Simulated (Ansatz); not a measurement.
**A short convergence ladder for BaAlGeH (P3m1, 4 atoms in the cell)**

```
CELL_PARAMETERS angstrom
      4.36041     0.00000     0.00000
     -2.18020     3.77622     0.00000
      0.00000     0.00000     5.22380
ATOMIC_POSITIONS crystal
  Ba 0.33333 0.66667 0.09902
  Al 0.00000 0.00000 0.64135
  Ge 0.66667 0.33333 0.55274
  H  0.00000 0.00000 0.97289
```

Base method: LDA (PW92), default PAW files made with PBE (plane waves; Ansatz, a first-principles code).

Base settings: basis.ecutwfc = 420 eV; kpoints.mp_grid.grid = 7 7 5; hamiltonian.xc = lda; hamiltonian.pseudopotentials = {kind: paw} (the program's default PAW files); scf.occupations.method = fixed.

The count of work is k-points × plane waves × bands × iterations; it is no time. 

**The size of the supercell around a displaced atom**

On BaAlGeH (P3m1, 4 atoms in the cell), and larger cells.

In this ladder: scf.occupations.method = fermi_dirac; scf.occupations.width = 0.05 eV.

Steps: 1 x 1 x 1 supercell, one H atom moved by 0.02 angstrom along z; 2 x 2 x 1 supercell, one H atom moved by 0.02 angstrom along z; and so on, with the mesh thinned in proportion.

Only quantities that move along the ladder and can be compared are tabulated.

| atoms | largest change of a force by the displacement (eV/Å) | count of work / last |
|---|---|---|
| 4 | 0.1109 | 0.050 |
| 16 | 0.1124 | 0.34 |
| 32 | 0.1131 | 1.0 |

Smallest size that holds the largest change of a force by the displacement within 0.002 eV/Å of the last step, with all finer ones: 16, at 0.34 of the last step's count of work; the step before is off by 0.0022 eV/Å.

On the base run: the starting cell comes from a database of computed structures (which also holds hypothetical and non-ambient phases and stackings), without a prior relaxation at this level. Its lattice was rescaled by up to half a per cent. In the base run, with a pressure of about -3 GPa the cell is away from its equilibrium volume at this level.

Geometry of the run shown, against that cell: 2 x 2 x 2 supercell, one H atom moved by 0.02 angstrom along z.

Keys are those of Ansatz 0.2.
